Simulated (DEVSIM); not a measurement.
Device: Schottky contact on n-type β-Ga2O3, at 300 K.

Layer 1 from the left is β-Ga2O3, thickness (μm) 1.20, Nd (cm⁻³) 4.5e17, τn (s) 4.3e-9, τp (s) 4.3e-9.

Left contact: Schottky, work function 4.87 eV, emission velocity 3.1e6 cm/s. Right contact: ohmic. Voltage is applied to the left contact. Recombination: SRH at mid-gap, radiative. Mobility is μmin + (μ − μmin)/(1 + (N/Nref)^α).

Constants are typed, rounded textbook-type inputs, not results; the design itself was drawn at random and stands for no fabricated device. Values at 300 K.

β-Ga2O3: gap (eV) 4.8, affinity (eV) 4, permittivity 10, Nc (cm⁻³) 3.7e18, Nv (cm⁻³) 5e20, μn (cm²/Vs) 160, μp (cm²/Vs) 1, μn,min 20, μp,min 0.1, Nref,n 1e18, Nref,p 1e18, αn 0.8, αp 0.8, B (cm³/s) 1e-12.

Model (solved in DEVSIM): 1D drift-diffusion, Boltzmann statistics, complete ionisation; no tunnelling, impact ionisation, image-force lowering or self-heating. Metal contacts follow the ideal Schottky-Mott rule: no Fermi-level pinning, no interface dipoles.

Dark forward current:

| |V| (V) | |J| (A/cm²) |
|---|---|
| 0.05 | 2.438e-8 |
| 0.10 | 1.925e-7 |
| 0.15 | 1.352e-6 |
| 0.20 | 9.341e-6 |
| 0.25 | 6.438e-5 |
| 0.30 | 0.0004433 |
| 0.35 | 0.003050 |
| 0.40 | 0.02096 |
| 0.45 | 0.1439 |
| 0.50 | 0.9848 |
| 0.55 | 6.700 |
| 0.60 | 44.50 |
| 0.65 | 264.1 |
| 0.70 | 1095 |
| 0.75 | 2783 |

Q: Work out the local ideality factor n = ΔV / (kT/q · ln(J2/J1)) between the rows 0.15 and 0.20 V, 0.70 and 0.75 V.

A: kT/q = 25.85 mV. From 0.15 to 0.20 V: ln(9.341e-6/1.352e-6) = 1.933, n = 1.00, near the 1 of diffusion or emission over a barrier. From 0.70 to 0.75 V: ln(2783/1095) = 0.933, n = 2.07; the layers' resistance at their doping, Σ W/(qμN) = 1.5e-5 Ω cm², would take 25 mV of this step of 50 mV.

Q: Estimate the current at 0.35 V for emission alone, J0 = q v N_band exp(−φB/kT), and read the barrier back from the simulated current.

A: φB = 0.870 eV, N_band = 3.70e18 cm⁻³, J0 = 4.44e-9 A/cm²; J = J0 (exp(qV/kT) − 1) = 0.00337 A/cm². The simulation gives 0.00305 A/cm²; the estimate lies 11 % above. Read backwards, the simulated current gives an apparent barrier of 0.873 eV. The estimate leaves out transport through the depletion region and minority injection.
